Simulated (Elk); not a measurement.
```
LaIn3
1.0
    4.84471     0.00000     0.00000
    0.00000     4.84471     0.00000
    0.00000     0.00000     4.84471
La In
1 3
Direct
  0.00000   0.00000   0.00000
  0.50000   0.00000   0.50000
  0.00000   0.50000   0.50000
  0.50000   0.50000   0.00000
```

Method of the run: LDA (PW92), all-electron FP-LAPW, Elk's shipped species files, default APW+lo basis in Elk.

The set-up and first iterations of an Elk log for LaIn3 (Pm-3m, 4 atoms in the cell):

```
│ Elk code version 10.2.4 │

All units are atomic (Hartree, Bohr, etc.)

│ Ground-state run starting from atomic densities │

Lattice vectors :
   9.155167494       0.000000000       0.000000000
   0.000000000       9.155167494       0.000000000
   0.000000000       0.000000000       9.155167494

Unit cell volume      :    767.3595148
Brillouin zone volume :   0.3232516293

Muffin-tin inner radius fraction :   0.1000000000E-01

Nuclei treated as point charges

Species :    1 (La)
 parameters loaded from : La.in
 name : lanthanum
 nuclear charge    :   -57.00000000
 electronic charge :    57.00000000
 atomic mass :    253209.2364
 muffin-tin radius :    2.800000000
 number of radial points in muffin-tin :    697
 atomic positions (lattice), magnetic fields (Cartesian) :
   1 :   0.00000000  0.00000000  0.00000000    0.00000000  0.00000000  0.00000000

Species :    2 (In)
 parameters loaded from : In.in
 name : indium
   [... lines left out ...]
 using average radius
Maximum |G+k| for APW functions       :    2.641509434
Maximum (1/2)|G+k|²                   :    3.488786045
Maximum |G| for potential and density :    12.00000000
 potential will be trimmed for |G| > 2 gkmax
Constant for pseudocharge density :    8
Radial integration step length :    4

G-vector grid sizes :     35    35    35
Number of G-vectors :    22335

Maximum angular momentum used for
 APW functions                      :    8
 outer part of muffin-tin           :    6
 inner part of muffin-tin           :    1

Total nuclear charge    :   -204.0000000
Total core charge       :    136.0000000
Total valence charge    :    68.00000000
Total excess charge     :    0.000000000
Total electronic charge :    204.0000000

Effective Wigner radius, rₛ :   0.9647764678

Number of empty states         :   16
Total number of valence states :   50
Total number of core states    :  136

Total number of local-orbitals :   64

Exchange-correlation functional :      3     0     0
 Perdew-Wang/Ceperley-Alder, Phys. Rev. B 45, 13244 (1992)
 gradient requirement :    0
 local density approximation (LDA)

Smearing type :    1
 Methfessel-Paxton order 1, Phys. Rev. B 40, 3616 (1989)
Smearing width :   0.9995820000E-02
Effective electronic temperature (K) :    3156.430308

Mixing type :    3
 Broyden mixing, J. Phys. A: Math. Gen. 17, L317 (1984)

Kohn-Sham potential initialised from atomic data
│ Self-consistent loop started │
│ Loop number : 1 │
 total energy                :     -26137.5634264
│ Loop number : 2 │
 total energy                :     -26137.3521636
RMS change in Kohn-Sham potential (target) :   0.1521752644     (  0.3700000000E-09)
Absolute change in total energy (target)   :   0.2112628041     (  0.3700000000E-07)
│ Loop number : 3 │
 total energy                :     -26136.0961430
RMS change in Kohn-Sham potential (target) :   0.9865240491E-01 (  0.3700000000E-09)
Absolute change in total energy (target)   :    1.308836230     (  0.3700000000E-07)
│ Loop number : 4 │
 total energy                :     -26134.7788850
RMS change in Kohn-Sham potential (target) :   0.8077549993E-01 (  0.3700000000E-09)
Absolute change in total energy (target)   :    1.644467051     (  0.3700000000E-07)
│ Loop number : 5 │
 total energy                :     -26131.3424339
RMS change in Kohn-Sham potential (target) :   0.5047897562E-01 (  0.3700000000E-09)
Absolute change in total energy (target)   :    3.847567899     (  0.3700000000E-07)
│ Loop number : 6 │
 total energy                :     -26127.5307918
RMS change in Kohn-Sham potential (target) :   0.2368740882E-01 (  0.3700000000E-09)
Absolute change in total energy (target)   :    4.773534132     (  0.3700000000E-07)
│ Loop number : 7 │
 total energy                :     -26125.6712927
RMS change in Kohn-Sham potential (target) :   0.7755825630E-02 (  0.3700000000E-09)
   [... lines left out ...]
```

Q: Will this run converge, and how will it end?

A: The run ended unconverged after 200 iterations. It gives no final result for the task that was set. The log goes on:

```
RMS change in Kohn-Sham potential (target) :   0.3764138856E-08 (  0.3700000000E-09)
Absolute change in total energy (target)   :   0.2074339136E-06 (  0.3700000000E-07)
   [... lines left out ...]
RMS change in Kohn-Sham potential (target) :   0.3615592501E-08 (  0.3700000000E-09)
Absolute change in total energy (target)   :   0.7158814697E-07 (  0.3700000000E-07)
│ Loop number : 198 │
 total energy                :     -26125.5693424
RMS change in Kohn-Sham potential (target) :   0.3591885931E-08 (  0.3700000000E-09)
Absolute change in total energy (target)   :   0.2427659638E-06 (  0.3700000000E-07)
│ Loop number : 199 │
 total energy                :     -26125.5693426
RMS change in Kohn-Sham potential (target) :   0.3566077947E-08 (  0.3700000000E-09)
Absolute change in total energy (target)   :   0.7426569937E-07 (  0.3700000000E-07)
│ Loop number : 200 │
Reached self-consistent loops maximum

Energies :
 Fermi                       :     0.219247166715
 total energy                :     -26125.5693428

Density of states at Fermi energy :    134.3521775
 (states/Hartree/unit cell)

Estimated indirect band gap :   0.8081486253E-02
 from k-point      2 to k-point      3
Estimated direct band gap   :   0.2624345325E-01
 at k-point      3

Charges :
 core                        :    136.0000000
 valence                     :    68.00000000
 interstitial                :    7.421436723
 muffin-tins (core leakage)
  species :    1 (La)
   atom    1                 :    54.56018058     (  0.2234017398E-03)
  species :    2 (In)
   atom    1                 :    47.33946090     (  0.1317795957E-03)
   atom    2                 :    47.33946090     (  0.1317795957E-03)
   atom    3                 :    47.33946090     (  0.1317795957E-03)
 total in muffin-tins        :    196.5785633
 total calculated charge     :    203.9967577
 total charge                :    204.0000000
 error                       :   0.3242303937E-02

│ Self-consistent loop stopped │
```

The starting cell comes from a database of computed structures (which also holds hypothetical and non-ambient phases and stackings), without a prior relaxation at this level. Its lattice was rescaled by a random factor within 2.5 % of one. Values depend on the basis (sphere radii, cutoffs, local orbitals), which need not be converged.

The run was DFT, LDA (PW92), all-electron FP-LAPW, Elk's shipped species files, default APW+lo basis. Main settings of its input:

* **xctype**: 3
* **rgkmax**: 7
* **stype**: 1
* **swidth**: 0.00999582 Ha
* **ngridk**: 3 3 3
* **epspot**: 3.7e-10 Ha
* **epsengy**: 3.7e-08 Ha
